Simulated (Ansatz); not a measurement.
System: Al2(SO4)3 (R-3, No. 148). Method: PBEsol (PAW; Ansatz, an electronic-structure program).

Input:

Ansatz 0.2 input:
```yaml
crystal:
  lattice:
    - [4.0300331838, 2.3267405753, 7.186777392]
    - [-4.0300331838, 2.3267405753, 7.186777392]
    - [0.0, -4.6534816553, 7.1867772286]
  atoms:
    - { symbol: Al, position: [0.1440105125, 0.1440105125, 0.1440105125] }
    - { symbol: Al, position: [0.8559894875, 0.8559894875, 0.8559894875] }
    - { symbol: Al, position: [0.3511181038, 0.3511181038, 0.3511181038] }
    - { symbol: Al, position: [0.6488818962, 0.6488818962, 0.6488818962] }
    - { symbol: S, position: [0.5395152443, 0.2485126701, 0.9636792744] }
    - { symbol: S, position: [0.9636792744, 0.5395152443, 0.2485126701] }
    - { symbol: S, position: [0.2485126701, 0.9636792744, 0.5395152443] }
    - { symbol: S, position: [0.4604847557, 0.7514873299, 0.0363207256] }
    - { symbol: S, position: [0.0363207256, 0.4604847557, 0.7514873299] }
    - { symbol: S, position: [0.7514873299, 0.0363207256, 0.4604847557] }
    - { symbol: O, position: [0.3784494653, 0.2069258889, 0.9912645287] }
    - { symbol: O, position: [0.9912645287, 0.3784494653, 0.2069258889] }
    - { symbol: O, position: [0.2069258889, 0.9912645287, 0.3784494653] }
    - { symbol: O, position: [0.6215505347, 0.7930741111, 0.0087354713] }
    - { symbol: O, position: [0.0087354713, 0.6215505347, 0.7930741111] }
    - { symbol: O, position: [0.7930741111, 0.0087354713, 0.6215505347] }
    - { symbol: O, position: [0.5200680261, 0.2262151595, 0.1576330316] }
    - { symbol: O, position: [0.1576330316, 0.5200680261, 0.2262151595] }
    - { symbol: O, position: [0.2262151595, 0.1576330316, 0.5200680261] }
    - { symbol: O, position: [0.4799319739, 0.7737848405, 0.8423669684] }
    - { symbol: O, position: [0.8423669684, 0.4799319739, 0.7737848405] }
    - { symbol: O, position: [0.7737848405, 0.8423669684, 0.4799319739] }
    - { symbol: O, position: [0.7371330057, 0.1039090039, 0.8872063587] }
    - { symbol: O, position: [0.8872063587, 0.7371330057, 0.1039090039] }
    - { symbol: O, position: [0.1039090039, 0.8872063587, 0.7371330057] }
    - { symbol: O, position: [0.2628669943, 0.8960909961, 0.1127936413] }
    - { symbol: O, position: [0.1127936413, 0.2628669943, 0.8960909961] }
    - { symbol: O, position: [0.8960909961, 0.1127936413, 0.2628669943] }
    - { symbol: O, position: [0.5245386661, 0.4551092492, 0.8158245962] }
    - { symbol: O, position: [0.8158245962, 0.5245386661, 0.4551092492] }
    - { symbol: O, position: [0.4551092492, 0.8158245962, 0.5245386661] }
    - { symbol: O, position: [0.4754613339, 0.5448907508, 0.1841754038] }
    - { symbol: O, position: [0.1841754038, 0.4754613339, 0.5448907508] }
    - { symbol: O, position: [0.5448907508, 0.1841754038, 0.4754613339] }
basis:
  ecutwfc: 520
  ecutrho_ratio: 4
  xc_grid: 2
kpoints:
  mp_grid: { grid: [6, 6, 6] }
  band_path:
    path:
      - [0.0, 0.0, 0.0]
      - [-0.166667, -0.166667, -0.166667]
      - [-0.333333, -0.333333, -0.333333]
      - [-0.5, -0.5, -0.5]
      - [-0.5, -0.412181, -0.587819]
      - [-0.5, -0.324363, -0.675637]
      - [-0.5, -0.236544, -0.763456]
      - [-0.236544, 0.236544, -0.5]
      - [-0.157696, 0.157696, -0.5]
      - [-0.078848, 0.078848, -0.5]
      - [0.0, 0.0, -0.5]
      - [0.0, 0.0, -0.375]
      - [0.0, 0.0, -0.25]
      - [0.0, 0.0, -0.125]
      - [0.0, 0.073654, -0.073654]
      - [0.0, 0.147309, -0.147309]
      - [0.0, 0.220963, -0.220963]
      - [0.0, 0.294618, -0.294618]
      - [0.0, 0.368272, -0.368272]
      - [-0.368272, 0.0, -0.631728]
      - [-0.5, 0.0, -0.5]
      - [-0.375, 0.0, -0.375]
      - [-0.25, 0.0, -0.25]
      - [-0.125, 0.0, -0.125]
    npoints: 1
hamiltonian:
  xc: pbesol
  dispersion: none
  pseudopotentials: { kind: paw }
scf:
  occupations: { method: fermi_dirac, width: 0.01 }
  convergence: { dr2_threshold: 0.0000000034 }
output:
  forces: true
  stress: true
  eigenvalues: true
  write_bands: true
```

Excerpt of the program's output:

```
Crystal: 34 atoms, lattice volume = 404.336 Å³
Basis set: ecut = 520 eV, 10797 PW (Γ), exchange–correlation on 128×128×128 points (8 copies of the dense FFT grid, shifted against one another)
Bands: 130, of which v1, the nominal top of the filled ones, is band 96 counted from 1 (95 counted from 0)
Symmetry: 6 space group operations
Space group: R-3 (ITA 148), of the structure as read, at distance tolerance 7.4e-5 Å
k-points: 40 of 216
Functional: x = pbesol(κ = 0.804, μ = 0.12345679012345678), c = pbesol(β = 0.046)
SCF iter   1: F=—  HF=-20872.820351 eV  |F-HF|=—  |Δ(HF+E_count)|=         —  Δρ=1.08e-2  dr2=3.41e-1
SCF iter   2: F=—  HF=-20872.720113 eV  |F-HF|=—  |Δ(HF+E_count)|=   1.00e-1  Δρ=1.86e-3  dr2=1.06e-2
  ...
SCF iter   9: F=—  HF=-20872.734868 eV  |F-HF|=—  |Δ(HF+E_count)|=   2.27e-8  Δρ=2.16e-6  dr2=1.54e-8
SCF iter  10: F=-20872.734868 eV  HF=-20872.734868 eV  |F-HF|=6.91e-10  |Δ(HF+E_count)|=   1.37e-9  Δρ=4.51e-7  dr2=8.47e-10
SCF 1 converged in 10 iterations: F = -20872.734868 eV  dr2 = 8.47e-10
SCF converged after 10 iterations
Free energy (F): -20872.734868 eV
  ...
  atom  10  S     -0.00008284     0.00049053    -0.00037996
  atom  11  O     -0.00010339    -0.00024885    -0.00007344
  atom  12  O      0.00026720     0.00003488    -0.00007344
  atom  13  O     -0.00016381     0.00021397    -0.00007344
  atom  14  O      0.00010339     0.00024885     0.00007344
  atom  15  O     -0.00026720    -0.00003488     0.00007344
  atom  16  O      0.00016381    -0.00021397     0.00007344
  atom  17  O     -0.00023078    -0.00013873    -0.00014771
  atom  18  O      0.00023554    -0.00013050    -0.00014771
  atom  19  O     -0.00000475     0.00026923    -0.00014771
  atom  20  O      0.00023078     0.00013873     0.00014771
  atom  21  O     -0.00023554     0.00013050     0.00014771
  atom  22  O      0.00000475    -0.00026923     0.00014771
  atom  23  O     -0.00083956    -0.00001151     0.00005072
  atom  24  O      0.00042975    -0.00072132     0.00005072
  atom  25  O      0.00040981     0.00073283     0.00005072
  atom  26  O      0.00083956     0.00001151    -0.00005072
  atom  27  O     -0.00042975     0.00072132    -0.00005072
  atom  28  O     -0.00040981    -0.00073283    -0.00005072
  atom  29  O      0.00016230    -0.00026740    -0.00052218
  atom  30  O      0.00015043     0.00027425    -0.00052218
  atom  31  O     -0.00031273    -0.00000685    -0.00052218
  atom  32  O     -0.00016230     0.00026740     0.00052218
  atom  33  O     -0.00015043    -0.00027425     0.00052218
  atom  34  O      0.00031273     0.00000685     0.00052218
--- Stress (GPa, compression-positive) ---
       -0.003749      -0.000000      -0.000000
        0.000000      -0.003749      -0.000000
        0.000000      -0.000000      -0.003049
  P = ⅓ Tr σ = -0.0035 GPa (-0.035 kbar)
```

The PAW data were made under PBE.
